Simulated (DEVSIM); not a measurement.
System: Schottky contact on n-type GaAs, at 300 K.

Layer 1 from the left is GaAs, thickness (μm) 16.0, Nd (cm⁻³) 8.4e14, τn (s) 6.5e-9, τp (s) 6.5e-9.

Left contact: Schottky, work function 5.18 eV, emission velocity 5.1e6 cm/s. Right contact: ohmic. Voltage is applied to the left contact. Recombination: SRH at mid-gap, radiative. Mobility is μmin + (μ − μmin)/(1 + (N/Nref)^α).

This is a model device: material constants are rounded textbook-type values typed into the input, and sizes, dopings and lifetimes were drawn at random. Values at 300 K.

GaAs: gap (eV) 1.424, affinity (eV) 4.07, permittivity 12.9, Nc (cm⁻³) 4.7e17, Nv (cm⁻³) 9e18, μn (cm²/Vs) 8500, μp (cm²/Vs) 400, μn,min 500, μp,min 20, Nref,n 6e16, Nref,p 1.5e17, αn 0.39, αp 0.38, B (cm³/s) 2e-10.

Model (solved in DEVSIM): 1D drift-diffusion, Boltzmann statistics, complete ionisation; no tunnelling, impact ionisation, image-force lowering or self-heating. Metal contacts follow the ideal Schottky-Mott rule: no Fermi-level pinning, no interface dipoles.

Dark forward current:

| |V| (V) | |J| (A/cm²) |
|---|---|
| 0.05 | 3.976e-10 |
| 0.10 | 1.391e-9 |
| 0.15 | 4.062e-9 |
| 0.20 | 1.140e-8 |
| 0.25 | 3.209e-8 |
| 0.30 | 9.325e-8 |
| 0.35 | 2.928e-7 |
| 0.40 | 1.061e-6 |
| 0.45 | 4.690e-6 |
| 0.50 | 2.510e-5 |
| 0.55 | 0.0001529 |
| 0.60 | 0.0009965 |
| 0.65 | 0.006684 |
| 0.70 | 0.04521 |
| 0.75 | 0.3018 |
| 0.80 | 1.847 |
| 0.85 | 8.251 |
| 0.90 | 22.50 |
| 0.95 | 42.64 |
| 1.00 | 66.09 |
| 1.05 | 91.46 |
| 1.10 | 118.0 |
| 1.15 | 145.5 |
| 1.20 | 173.6 |
| 1.25 | 202.2 |
| 1.30 | 231.2 |

Work out the local ideality factor n = ΔV / (kT/q · ln(J2/J1)) between the rows 0.15 and 0.20 V, 0.65 and 0.70 V, 1.25 and 1.30 V.

kT/q = 25.85 mV. From 0.15 to 0.20 V: ln(1.140e-8/4.062e-9) = 1.032, n = 1.87, near the 2 of recombination in the depletion region. From 0.65 to 0.70 V: ln(0.04521/0.006684) = 1.912, n = 1.01, near the 1 of diffusion or emission over a barrier. From 1.25 to 1.30 V: ln(231.2/202.2) = 0.134, n = 14.43; the layers' resistance at their doping, Σ W/(qμN) = 0.0016 Ω cm², would take 48 mV of this step of 50 mV.

Estimate the current at 0.65 V for emission alone, J0 = q v N_band exp(−φB/kT), and read the barrier back from the simulated current.

φB = 1.110 eV, N_band = 4.70e17 cm⁻³, J0 = 8.62e-14 A/cm²; J = J0 (exp(qV/kT) − 1) = 0.00718 A/cm². The simulation gives 0.00668 A/cm²; the estimate lies 7.4 % above. Read backwards, the simulated current gives an apparent barrier of 1.112 eV. The estimate leaves out transport through the depletion region and minority injection.
